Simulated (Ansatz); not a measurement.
Start from HfO₂ (space group P2_1/c, No. 14).

```
CELL_PARAMETERS angstrom
      5.11418     0.00000     0.00000
      0.00000     5.18192     0.00000
     -0.87081     0.00000     5.22378
ATOMIC_POSITIONS crystal
  Hf 0.27620 0.04186 0.20826
  Hf 0.72380 0.54186 0.29174
  Hf 0.72380 0.95814 0.79174
  Hf 0.27620 0.45814 0.70826
  O  0.07004 0.33376 0.34403
  O  0.92996 0.83376 0.15597
  O  0.92996 0.66624 0.65597
  O  0.07004 0.16624 0.84403
  O  0.44797 0.75767 0.47848
  O  0.55203 0.25767 0.02152
  O  0.55203 0.24233 0.52152
  O  0.44797 0.74233 0.97848
```

Cartesian axes are those of the cell as printed.

Method: r2SCAN/PAW in Ansatz (an electronic-structure program), without spin-orbit coupling, earlier PAW set.

Strains are applied to the cell and any free atomic positions relax; under biaxial strain the out-of-plane vector relaxes too; under stress the whole cell relaxes.

One change was made to it. Results:

The band gap increases by 0.028 eV to 4.62 eV; the energy increases by 1.2 meV/atom; the volume per atom falls by 0.073 Å³, from 11.54 Å³ to 11.46 Å³; the gap character remains indirect, Γ → Y₂.

Question: What was done to the base?
A. biaxial strain −0.62 %, plane normal [001], relaxed out of plane
B. uniaxial stress, 2 GPa tension along x
C. tensor shear ε_xz = −3.28 %
D. uniaxial strain ε_yy = −2.71 %

Answer: A, biaxial strain −0.62 %, plane normal [001], relaxed out of plane. For comparison, the band gap in the other runs: tensor shear ε_xz = −3.28 % gives 4.44 eV; uniaxial strain ε_yy = −2.71 % gives 4.67 eV; uniaxial stress, 2 GPa tension along x gives 4.58 eV.

With Hf present, leaving out spin-orbit coupling can change the band edges. Beyond what the load breaks, stability against distortions was not tested.
